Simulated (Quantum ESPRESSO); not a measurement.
Input and output of a self-consistent single point for NbCo2 (Fd-3m, 6 atoms in the cell) (Quantum ESPRESSO).

Level of theory: PBEsol, PSlibrary ultrasoft (PBE) pseudopotentials (plane waves; Quantum ESPRESSO).

The change in words: lattice scaled by 1.03. Reference geometry:
```yaml
crystal:
  lattice:
    - [0.00000, 3.38700, 3.38700]
    - [3.38700, 0.00000, 3.38700]
    - [3.38700, 3.38700, 0.00000]
  atoms:
    - { symbol: Nb, position: [0.00000, 0.00000, 0.00000] }
    - { symbol: Nb, position: [0.25000, 0.25000, 0.25000] }
    - { symbol: Co, position: [0.62500, 0.62500, 0.62500], spin: 3.0 }
    - { symbol: Co, position: [0.12500, 0.62500, 0.62500], spin: 3.0 }
    - { symbol: Co, position: [0.62500, 0.62500, 0.12500], spin: 3.0 }
    - { symbol: Co, position: [0.62500, 0.12500, 0.62500], spin: 3.0 }
```
(The spins are starting values, not results.)

Reference input (self-consistent single point, DFT, PBEsol, plane waves, PSlibrary ultrasoft (PBE) pseudopotentials): ecutwfc = 55 Ry; ecutrho = 330 Ry; occupations = smearing; smearing = gauss; degauss = 0.0147 Ry; nspin = 2; input_dft = pbesol; potentials = {Nb: Nb.pbe-spn-rrkjus_psl.1.0.0.UPF, Co: Co.pbe-n-rrkjus_psl.1.0.0.UPF}; K_POINTS = automatic 6 6 6 1 1 1; conv_thr = 1e-11 Ry; mixing_beta = 0.2. This run's input differs from it in these lines:

```diff
@@ -39,5 +39,5 @@
 CELL_PARAMETERS angstrom
-   0.0000000000     3.3870000000     3.3870000000
-   3.3870000000     0.0000000000     3.3870000000
-   3.3870000000     3.3870000000     0.0000000000
+   0.0000000000     3.4886100000     3.4886100000
+   3.4886100000     0.0000000000     3.4886100000
+   3.4886100000     3.4886100000     0.0000000000
```

Log, with long lists cut:

```
     Self-consistent Calculation

     iteration #  1     ecut=    55.00 Ry     beta= 0.20

---- Real-time Memory Report at c_bands before calling an iterative solver
           242 MiB given to the printing process from OS
           191 MiB allocation reported by mallinfo(arena+hblkhd)
------------------

     total energy              =    -538.76399908 Ry
     estimated scf accuracy    <       1.02573027 Ry

     total magnetization       =     5.48 Bohr mag/cell
     absolute magnetization    =     5.81 Bohr mag/cell

     iteration #  2     ecut=    55.00 Ry     beta= 0.20

   [... lines left out ...]

---- Real-time Memory Report at c_bands before calling an iterative solver
           415 MiB given to the printing process from OS
           224 MiB allocation reported by mallinfo(arena+hblkhd)
------------------

     Magnetic moment per site  (integrated on atomic sphere of radius R)
     atom   1 (R=0.242)  charge= 10.7208  magn= -0.0502
     atom   2 (R=0.242)  charge= 10.7208  magn= -0.0502
     atom   3 (R=0.206)  charge=  7.5263  magn=  1.0000
     atom   4 (R=0.206)  charge=  7.5263  magn=  1.0000
     atom   5 (R=0.206)  charge=  7.5263  magn=  1.0000
     atom   6 (R=0.206)  charge=  7.5263  magn=  1.0000
     End of self-consistent calculation

     the Fermi energy is    14.5855 ev

!    total energy              =    -539.05623616 Ry
     estimated scf accuracy    <          8.3E-12 Ry
     smearing contrib. (-TS)   =      -0.01681917 Ry
     internal energy E=F+TS    =    -539.03941698 Ry

     total magnetization       =     3.72 Bohr mag/cell
     absolute magnetization    =     4.38 Bohr mag/cell

     convergence has been achieved in  39 iterations

     Forces acting on atoms (cartesian axes, Ry/au):

     atom    1 type  1   force =     0.00000000   -0.00000000   -0.00000000
   [... zero for the other atoms too ...]

     Total force =     0.000000     Total SCF correction =     0.000000

          total   stress  (Ry/bohr**3)                   (kbar)     P=     -250.74
  -0.00170450   0.00000000   0.00000000         -250.74        0.00        0.00
   0.00000000  -0.00170450  -0.00000000            0.00     -250.74       -0.00
   0.00000000   0.00000000  -0.00170450            0.00        0.00     -250.74

   JOB DONE.
```

The run converged in 39 iterations. Against the reference run the free energy goes up by 146 meV/atom, the pressure goes from -13.28 to -25.07 GPa and the size of the net moment goes from 0.13 to 0.62 μB/atom.

The starting cell comes from a database of published, mostly measured structures (it also holds non-ambient and calculated ones), without a prior relaxation at this level. For this run, on top of that: lattice scaled by 1.03. The magnetic order is the one reached from the typed start; others were not searched systematically.

Cost on one core of a shared machine: roughly 8 min.
